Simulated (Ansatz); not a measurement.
Take Au in the fcc (Cu type) structure (space group Fm-3m, No. 225; a = 4.1245 Å; relaxed with 0.1 eV smearing) as the base. Axes: x, y, z lie along the cube axes.

Method: r2SCAN (Ansatz, a first-principles code; PAW; 500 eV plane waves; no spin-orbit coupling).

Base values:

| Item | Result |
|---|---|
| Shortest interatomic distance | 2.916 Å |

One thing is altered: strain tensor (xx, yy, zz, yz, xz, xy) = (+0.59, −2.35, +1.10, +0.43, −1.07, +0.74) %, atoms relaxed at fixed cell.

Predict the new energy relative to the base, stress and shortest interatomic distance.

The energy rises by 1.9 meV/atom; the stress (xx, yy, zz, yz, xz, xy; compression positive) is (1.2, 1.6, 1.0, -0.2, 0.4, -0.4) GPa; the shortest interatomic distance drops by 0.0466 Å, from 2.916 Å to 2.870 Å.

Whether these cells are dynamically stable was not tested.
